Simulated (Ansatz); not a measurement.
WC: x(Ge) = 0.5, 8 atoms, Pmc2_1

The reference is WC (space group P-6m2, No. 187; a = 2.9219 Å, c = 2.8471 Å).

The other end (x = 1) is WGe (space group P-6m2, No. 187; a hypothetical phase, not in the database extracts checked): 16.12 Å³/atom, gap zero; this end may not be an ambient phase.

Now apply this change: a fraction x = 0.5 of the C sites is given to Ge, ordered in a cell of 8 atoms (starting symmetry Pmc2_1) and fully relaxed.

Method: Ansatz (a program for electronic structure) PBE, spin-orbit coupling left out. Settings: 16×7×9 k-points, 0.05 eV Fermi–Dirac smearing, for the changed cell.

The volume per atom grows by 3.09 Å³ to 13.61 Å³ and the density falls by 1.65 g/cm³, from 15.45 g/cm³ to 13.80 g/cm³. The band gap stays zero and the mixing energy comes out as +0.19 eV/atom (to 0.01 eV only: unlike meshes or grids) (against an end that may be hypothetical). The deviation of the volume from the linear (Vegard-type) interpolation comes out as +2.2 % and the mean first-shell distances amounts to C–W 2.224 Å (end compound 2.207 Å), Ge–W 2.602 Å (end compound 2.588 Å).

Each cell is one ordered arrangement of few atoms, which overstates ordering effects compared with a random alloy. No phonon test of stability was made. The final runs are not spin-polarised.
